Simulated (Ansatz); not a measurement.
**Si under a change: biaxial strain −1.04 %, plane normal [001], relaxed out of plane**

The parent structure is Si in the diamond structure (space group Fd-3m, No. 227; a = 5.444 Å). Axes: x, y, z lie along the cube axes.

Now apply this change: biaxial strain −1.04 %, plane normal [001], relaxed out of plane (Cartesian); in-plane vectors clamped, the third vector and the atoms free.

The values are results of r2SCAN (Ansatz, a program for electronic structure), spin-orbit coupling left out, not measurements. Settings: 10×10×10 k-points, 0.05 eV Fermi–Dirac smearing.

| quantity | base | changed | shift |
|---|---|---|---|
| volume per atom | 20.17 Å³ | 19.90 Å³ | -0.27 Å³ |
| space group | Fd-3m (No. 227) | I4_1/amd (No. 141) | – |
| shortest interatomic distance | 2.357 Å | 2.347 Å | -0.010 Å |
| energy relative to the base (free energy F) | 0 meV/atom | +2.6 meV/atom | +2.6 meV/atom |
| pressure (mean of the normal stresses, compression positive) | 0.00 GPa | 1.32 GPa | +1.32 GPa |
| band gap | 0.78 eV | 0.65 eV | -0.13 eV |
| gap character | – | indirect, Γ → Γ–X (87 % along) | – |
| smallest direct gap | 2.74 eV | 2.68 eV | -0.06 eV |
| electron mass | 0.91 mₑ along k, 0.19 mₑ across (off the special points) | 0.90 mₑ along k, 0.19 mₑ across (off the special points) | – |
| valence-band top at Γ (three highest levels, from the VBM) | 0.00, 0.00, 0.00 eV | 0.00, 0.00, -0.14 eV | – |
| valley order (the lowest conduction-band minima on the path, energy above the VBM, named in the base's zone) | a point along ⟨100⟩, about 1.0 Å⁻¹ from Γ 0.78 eV; L along ⟨111⟩ 1.84 eV | a point along [100], about 1.0 Å⁻¹ from Γ 0.65 eV; a point along [001], about 1.0 Å⁻¹ from Γ 0.82 eV; L along [1-1-1] 1.83 eV | – |
| out-of-plane strain | – | +0.76 % | – |
| ratio −ε⊥/ε∥ | – | 0.73 | – |
| mean in-plane stress (compression positive) | – | +2.0 GPa | – |

Cost of the whole job for the changed cell (relaxation, final SCF and bands): about 14 core-seconds (a rough figure).

Masses are band curvatures over ±0.01 Å⁻¹ around the edge. Along k means along the line from Γ to the band edge. Stability against distortions was not tested. k-point labels follow each cell's own Brillouin zone.
